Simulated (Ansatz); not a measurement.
# KBr in the zinc blende structure (space group F-43m, No. 216; a hypothetical phase, not in the database extracts checked)

```
KBr
1.0
    0.00000     3.65560     3.65560
    3.65560     0.00000     3.65560
    3.65560     3.65560     0.00000
Br K
1 1
Direct
  0.75000   0.75000   0.75000
  0.00000   0.00000   0.00000
```

Method: Ansatz (a quantum-chemistry and plane-wave program) PBEsol, no spin-orbit coupling. Settings: 8×8×8 k-points, 0.05 eV Fermi–Dirac smearing.

```yaml
volume_per_atom: 48.85 Å³
density: 2.02 g/cm³
band_gap: 4.33 eV, indirect, L → Γ
electron_mass: 0.49 mₑ
Lowest conduction-band minima above the VBM: Γ 4.33 eV
total_energy: -2127.876 eV/atom (σ→0; compares only within this code and set-up)
```

Effective masses come from finite differences of ±0.01 Å⁻¹. Stability against distortions was not tested.
